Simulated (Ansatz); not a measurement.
For Cu2Sb (P4/nmm, No. 129), LDA in Ansatz (plane waves, PAW) gives:

| Property | Result |
|---|---|
| lattice parameter a | 3.918 Å |
| lattice parameter c | 5.971 Å |

**Question.** What does r²SCAN+rVV10 (Ansatz, a program for electronic structure, plane waves, PAW) give for the same quantities?

**Answer.** 
- lattice constant a: 3.977 Å (rises by 1.5 %)
- lattice parameter c: 6.038 Å (grows by 1.1 %)

Changes are worked out from the printed values.

Unless a cell is named, each level is at its own relaxed cell (LDA 15.28, r²SCAN+rVV10 15.92 Å³/atom).

Ansatz's density-functional and Hartree–Fock values are scalar-relativistic unless marked +SOC, with PAW data made under PBE.
